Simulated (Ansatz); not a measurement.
SnClF (Pnma, No. 62)

All values below come from PBEsol (plane waves, PAW; Ansatz, a program for electronic structure).

Settings: plane-wave cutoff 520 eV, 6×8×4 k mesh (along the axes of the cell as run), Fermi–Dirac smearing 0.01 eV, scalar-relativistic PAW data made under PBE.

Cell (relaxed at this level):

```cif
data_Cl4F4Sn4
_chemical_formula_sum 'Sn4 Cl4 F4'
_space_group_name_H-M_alt 'Pnma'
_space_group_IT_number 62
_space_group_name_Hall '-P 2ac 2n'
_cell_length_a 6.13786
_cell_length_b 4.28809
_cell_length_c 10.00775
_cell_angle_alpha 90.000
_cell_angle_beta 90.000
_cell_angle_gamma 90.000
loop_
_atom_site_label
_atom_site_type_symbol
_atom_site_symmetry_multiplicity
_atom_site_Wyckoff_symbol
_atom_site_fract_x
_atom_site_fract_y
_atom_site_fract_z
_atom_site_occupancy
Sn1 Sn 4 c 0.21808 0.25000 0.08728 1
Cl1 Cl 4 c 0.09288 0.75000 0.35939 1
F1 F 4 c 0.10668 0.75000 0.01830 1
```

```yaml
band_gap: 3.16 eV
"Γ–Γ gap": 3.73 eV
```

Note: the cell comes from a level without a dispersion term, which matters for the spacing of layers, chains or molecules.

Spin–orbit coupling is not included.
